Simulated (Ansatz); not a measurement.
An Ansatz (a program for electronic structure) input (PBE (Ansatz; PAW; 420 eV plane waves; scalar-relativistic without spin-orbit coupling)):

Ansatz 0.2 input:
```yaml
crystal:
  lattice:
    - [2.8764165321, 0, 0]
    - [0, 2.8764165321, 0]
    - [0, 0, 25.169668177]
  atoms:
    - { symbol: F, position: [0.25, -0.25, 0.2979777066] }
    - { symbol: Li, position: [0.75, 0.25, 0.2979777066] }
    - { symbol: F, position: [0.75, -0.75, 0.378786624] }
    - { symbol: Li, position: [1.25, -0.25, 0.378786624] }
    - { symbol: F, position: [1.25, -1.25, 0.4595955413] }
    - { symbol: Li, position: [1.75, -0.75, 0.4595955413] }
    - { symbol: F, position: [1.75, -1.75, 0.5404044587] }
    - { symbol: Li, position: [2.25, -1.25, 0.5404044587] }
    - { symbol: F, position: [2.25, -2.25, 0.621213376] }
    - { symbol: Li, position: [2.75, -1.75, 0.621213376] }
    - { symbol: F, position: [2.75, -2.75, 0.7020222934] }
    - { symbol: Li, position: [3.25, -2.25, 0.7020222934] }
basis: { ecutwfc: 420, ecutrho_ratio: 4, xc_grid: 2, fft_grid_basis: typed }
kpoints: { mp_grid: { grid: [11, 11, 1] } }
hamiltonian:
  xc: pbe
  dispersion: none
  pseudopotentials: { kind: paw }
scf: { occupations: { method: fermi_dirac, width: 0.05 }, convergence: { dr2_threshold: 0.0000000012 } }
relax: { f_tol: 0.01, max_steps: 50 }
output: { forces: true, stress: true }
checkpoint: { write: state.ck, write_every: 1000 }
```

Problem. Which symmetry and how many k-points will the program report, and about how many plane waves at Γ?

Solution. Space group P4/nmm (ITA 129) with 16 operations, k-points 21 of 121, and 4065 plane waves at Γ.

Whether these cells are dynamically stable was not tested. The cell was made from LiF in the rock salt structure (space group Fm-3m, No. 225) by this change: a free-standing slab of 6 layers (12 atoms, 2 a layer) is cut normal to the z axis, with 15 Å of vacuum and the in-plane cell held at bulk.
